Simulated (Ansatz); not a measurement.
For CsCl-type TiCo, BLYP (PAW; Ansatz, a first-principles code) gives:

| Property | Value |
|---|---|
| equilibrium lattice constant a | 3.004 Å |
| bulk modulus B0 | 164 GPa |

What does r²SCAN+rVV10 (Ansatz, PAW) give for the same quantities?


- lattice constant a: 2.943 Å (decreases by 2.0 %)
- bulk modulus: 198 GPa (goes up by 21 %)

For comparison: lattice constant a 2.995 Å (measured, room temperature, no zero-point or thermal correction; as tabulated in Yamada et al. (2019), arXiv:1910.09660); bulk modulus 154 GPa (measured, room temperature, not corrected to a static lattice; as tabulated in Yamada et al. (2019), arXiv:1910.09660).

Changes are worked out from the printed values.

Unless a cell is named, each level is at its own relaxed cell (BLYP 13.55, r²SCAN+rVV10 12.74 Å³/atom).

The crystal itself was run without spin with BLYP, r²SCAN+rVV10; a magnetic state was not tried in these runs.

Ansatz's density-functional and Hartree–Fock values are scalar-relativistic unless marked +SOC, with PAW data made under PBE.
